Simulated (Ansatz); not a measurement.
Cost and result by functional for the surface energy of the (111) surface of germanium in its 1x1 cell, relaxed from an ideal cut (the real face may reconstruct), outermost plane spacing 0.83 Å in the ideal cut, in Ansatz (plane waves, PAW). Single points on the PBE structure, on one kind of machine; costs are rough ratios of the slab run's core time (references not counted) to the cheapest single point. r2SCAN's cost holds its higher cutoff (500 against 420 eV). Differences are taken against r2SCAN for comparison alone: no measured value is at hand, so the table doesn't rank accuracy.

Model: 8-atom slab, 10.8 Å thick at the start, 7x7x1 mesh, Fermi-Dirac 0.025 eV, dipole correction, all atoms relaxed; start symmetry kept, larger cells not searched; no spin (no spin-polarised run to compare, though such a face may carry moments), no spin-orbit, no U. The slab shows no gap on its mesh. These notes are the PBE run's.

```
functional                     relative cost  surface energy (J/m²)  less r2SCAN (J/m²)
-----------------------------  -------------  ---------------------  ------------------
PBEsol                                     1                   1.15               -0.10
LDA                                        1                   1.22               -0.03
RPBE                                       1                   0.95               -0.30
r2SCAN                                     3                   1.25                0.00
PBE (the relaxed run's value)              –                   1.04               -0.21
```

The values span 0.30 J/m², while the single points' costs differ by a factor of roughly 3. Differences are of unrounded values.

Ansatz is an electronic-structure program.
